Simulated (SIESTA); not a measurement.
**Worked example: self-consistent single point of SiMo3 (Pm-3n, 8 atoms in the cell) in SIESTA**

Computed with SIESTA with GGA PBE, numerical atomic orbitals DZP, PseudoDojo PBE standard norm-conserving potentials (rewritten from UPF to PSML).

Input as run:

```
# files in the folder: Si.psml Mo.psml (PseudoDojo PBE standard)
SystemName  SiMo3
SystemLabel simo3

NumberOfAtoms                8
NumberOfSpecies              2
%block ChemicalSpeciesLabel
  1 14 Si
  2 42 Mo
%endblock ChemicalSpeciesLabel
LatticeConstant              1.0 Ang
%block LatticeVectors
     4.963046000    0.000000000    0.000000000
     0.000000000    4.963046000    0.000000000
     0.000000000    0.000000000    4.963046000
%endblock LatticeVectors
AtomicCoordinatesFormat      Bohr
%block AtomicCoordinatesAndAtomicSpecies
     4.689398842    4.689398842    4.689398842  1
     0.000000000    0.000000000    0.000000000  1
     0.000000000    4.689398842    2.344699421  2
     0.000000000    4.689398842    7.034098263  2
     2.344699421    0.000000000    4.689398842  2
     7.034098263    0.000000000    4.689398842  2
     4.689398842    2.344699421    0.000000000  2
     4.689398842    7.034098263    0.000000000  2
%endblock AtomicCoordinatesAndAtomicSpecies

XC.functional                GGA
XC.authors                   PBE
PAO.BasisSize                DZP
PAO.EnergyShift              0.005 Ry
MeshCutoff                   400 Ry
%block kgrid.MonkhorstPack
    7   0   0  0.0
    0   7   0  0.0
    0   0   7  0.0
%endblock kgrid.MonkhorstPack
OccupationFunction           MP
OccupationMPOrder            0
ElectronicTemperature        1160.45 K

MaxSCFIterations             150
SCF.Mixer.Method             Pulay
SCF.Mixer.Weight             0.1
SCF.Mixer.History            6
SCF.DM.Tolerance             1.0E-05
Diag.ParallelOverK           true
WriteForces                  true
```

Log, with long lists cut:

```
reinit: Reading from file input.fdf

reinit: System Name: SiMo3
reinit: System Label: simo3

coor:   Atomic-coordinates input format  =     Cartesian coordinates
coor:                                            (in Bohr units)

siesta: Atomic coordinates (Bohr) and species
siesta:      4.68940   4.68940   4.68940  1        1
siesta:      0.00000   0.00000   0.00000  1        2
siesta:      0.00000   4.68940   2.34470  2        3
siesta:      0.00000   4.68940   7.03410  2        4
siesta:      2.34470   0.00000   4.68940  2        5
siesta:      7.03410   0.00000   4.68940  2        6
siesta:      4.68940   2.34470   0.00000  2        7
siesta:      4.68940   7.03410   0.00000  2        8

siesta: System type = bulk

initatomlists: Number of atoms, orbitals, and projectors:      8   140   144

siesta: ******************** Simulation parameters ****************************
redata: Spin configuration                          = none
redata: Time-Reversal Symmetry                      = T
redata: Number of Atomic Species                    =        2
redata: Mesh Cutoff                                 =   400.0000 Ry
redata: Net charge of the system                    =     0.0000 |e|
redata: Min. number of SCF Iter                     =        0
redata: Max. number of SCF Iter                     =      150
redata: SCF convergence failure will abort job
redata: SCF mix quantity                            = Hamiltonian
redata: Mix DM or H after convergence               =   F
redata: Recompute H after scf cycle                 =   F
redata: Mix DM in first SCF step                    =   T
redata: No kicks to SCF
redata: DM Mixing Weight for Kicks                  =     0.5000
redata: Require Harris convergence for SCF          =   F
redata: Harris energy tolerance for SCF             =     0.000100 eV
redata: Require DM convergence for SCF              =   T
redata: DM tolerance for SCF                        =     0.000010
redata: Require EDM convergence for SCF             =   F
redata: EDM tolerance for SCF                       =     0.001000 eV
redata: Require H convergence for SCF               =   T
redata: Hamiltonian tolerance for SCF               =     0.001000 eV
redata: Require (free) Energy convergence for SCF   =   F
redata: (free) Energy tolerance for SCF             =     0.000100 eV
redata: Using DFT-D3 dispersion                     =   F
redata: Using Saved Data (generic)                  =   F
redata: Method of Calculation                       = Diagonalization
redata: Electronic Temperature                      =  1160.4500 K
redata: Number of TDED substeps                     =        3
redata: Dynamics option                             = Single-point calculation
redata: Save all siesta data in one NC              =   F
redata: ***********************************************************************

%block SCF.Mixers
  Pulay
%endblock SCF.Mixers

%block SCF.Mixer.Pulay
  # Mixing method
  method pulay
  variant stable

  # Mixing options
  weight 0.1000
  weight.linear 0.1000
  history 6
%endblock SCF.Mixer.Pulay

DM_history_depth set to one: no extrapolation allowed by default for geometry relaxation
Size of DM history Fstack: 1
Total number of electrons:    92.000000
Total ionic charge:    92.000000

* ProcessorY, Blocksize:    1  64

* Orbital distribution balance (max,min):   140   140

 Kpoints in:          196 . Kpoints trimmed:          172

siesta: k-grid: Number of k-points = 172
siesta: k-points from Monkhorst-Pack grid
siesta: k-cutoff (effective) =    17.371 Ang
siesta: k-point supercell and displacements
siesta: k-grid:     7     0     0      0.000
siesta: k-grid:     0     7     0      0.000
siesta: k-grid:     0     0     7      0.000

diag: Algorithm                                     = D&C
diag: Parallel over k                               =   F
diag: Use parallel 2D distribution                  =   F
diag: Parallel block-size                           = 64
diag: Parallel distribution                         =     1 x     1
diag: Used triangular part                          = Lower
diag: Absolute tolerance                            =  0.100E-15
diag: Orthogonalization factor                      =  0.100E-05
diag: Memory factor                                 =  1.0000

superc: Internal auxiliary supercell:     5 x     5 x     5  =     125
superc: Number of atoms, orbitals, and projectors:   1000  17500  18000

                        Single-point calculation

superc: Internal auxiliary supercell:     5 x     5 x     5  =     125
superc: Number of atoms, orbitals, and projectors:   1000  17500  18000

outcell: Unit cell vectors (Ang):
        4.963046    0.000000    0.000000
        0.000000    4.963046    0.000000
        0.000000    0.000000    4.963046

outcell: Cell vector modules (Ang)   :    4.963046    4.963046    4.963046
outcell: Cell angles (23,13,12) (deg):     90.0000     90.0000     90.0000
outcell: Cell volume (Ang**3)        :    122.2489
new_DM -- step:     1
Initializing Density Matrix...

Attempting to read DM from file... Failed...
DM filled with atomic data:

InitMesh: MESH = 60 x 60 x 60 = 216000
InitMesh: Mesh cutoff (required, used) =   400.000   403.932 Ry

stepf: Methfessel-Paxton step function
       Using Hermite-Gauss polynomials of order  0

        iscf     Eharris(eV)        E_KS(eV)     FreeEng(eV)     dDmax    Ef(eV) dHmax(eV)
   scf:    1   -11617.351747   -11691.783285   -11691.802668  0.698510 -3.352185  7.486711
   scf:    2   -11702.068564   -11697.209764   -11697.230257  0.120776 -3.645624  5.651841
   scf:    3   -11705.381453   -11703.276090   -11703.300072  0.317895 -4.490210  1.035885
   scf:    4   -11703.675181   -11703.503276   -11703.526340  0.096616 -4.613729  0.261432
   scf:    5   -11703.529447   -11703.517597   -11703.540482  0.017950 -4.656251  0.095112
   scf:    6   -11703.520810   -11703.519489   -11703.542238  0.013219 -4.692210  0.001831
   scf:    7   -11703.519497   -11703.519493   -11703.542238  0.000469 -4.693257  0.001950
   scf:    8   -11703.519479   -11703.519486   -11703.542239  0.000313 -4.692789  0.000563
   scf:    9   -11703.519489   -11703.519487   -11703.542239  0.000117 -4.692960  0.000696
   scf:   10   -11703.519488   -11703.519488   -11703.542239  0.000050 -4.692974  0.000003
   scf:   11   -11703.519488   -11703.519488   -11703.542239  0.000000 -4.692974  0.000001

SCF Convergence by DM+H criterion
max |DM_out - DM_in|         :     0.0000002892
max |H_out - H_in|      (eV) :     0.0000011142
SCF cycle converged after 11 iterations

Using DM_out to compute the final energy and forces

siesta: E_KS(eV) =           -11703.5195

siesta: E_KS - E_eggbox =    -11703.5195

siesta: Atomic forces (eV/Ang):
     1    0.000000    0.000000    0.000000
     2    0.000000    0.000000    0.000000
     3    0.000000    0.000000    0.000000
     4    0.000000    0.000000   -0.000000
     5    0.000000    0.000000    0.000000
     6    0.000000    0.000000    0.000000
     7    0.000000    0.000000    0.000000
     8    0.000000    0.000000    0.000000
   Tot    0.000000    0.000000    0.000000
   Max    0.000000
   Res    0.000000    sqrt( Sum f_i^2 / 3N )
   Max    0.000000    constrained

Stress tensor Voigt[x,y,z,yz,xz,xy] (kbar):       61.87       61.87       61.87       -0.00       -0.00       -0.00
(Free)E + p*V (eV/cell)   -11708.2630
Target enthalpy (eV/cell)   -11703.5422

siesta: Program's energy decomposition (eV):
siesta: Ebs     =     -2593.385787
siesta: Eions   =     20720.982359
siesta: Ena     =      5469.035701
siesta: Ekin    =      3715.634838
siesta: Enl     =      1421.612767
siesta: Eso     =         0.000000
siesta: Edftu   =         0.000000
siesta: DEna    =       174.267607
siesta: DUscf   =         6.041065
siesta: DUext   =         0.000000
siesta: Ex      =     -1627.955882
siesta: Ec      =      -141.173224
siesta: Exc     =     -1769.129106
siesta: Eharris =    -11703.519488
siesta: Etot    =    -11703.519488
siesta: FreeEng =    -11703.542239

siesta: Stress tensor (static) (eV/Ang**3):
siesta:     0.038616   -0.000000   -0.000000
siesta:    -0.000000    0.038616   -0.000000
siesta:    -0.000000   -0.000000    0.038616

siesta: Cell volume =        122.248884 Ang**3

siesta: Pressure (static):
siesta:                Solid            Molecule  Units
siesta:          -0.00042058         -0.00042058  Ry/Bohr**3
siesta:          -0.03861630         -0.03861630  eV/Ang**3
siesta:         -61.87013101        -61.87013246  kBar
```

The run converged in 11 iterations.

The starting cell comes from a database of computed structures (which also holds hypothetical and non-ambient phases and stackings), without a prior relaxation at this level. Its lattice was rescaled by a random factor within 2.5 % of one. Spin polarisation is off. Values carry the incompleteness of an atom-centred basis. With a pressure of about -6 GPa the cell is away from its equilibrium volume at this level.

Cost on one core of a shared machine: roughly 5 min.
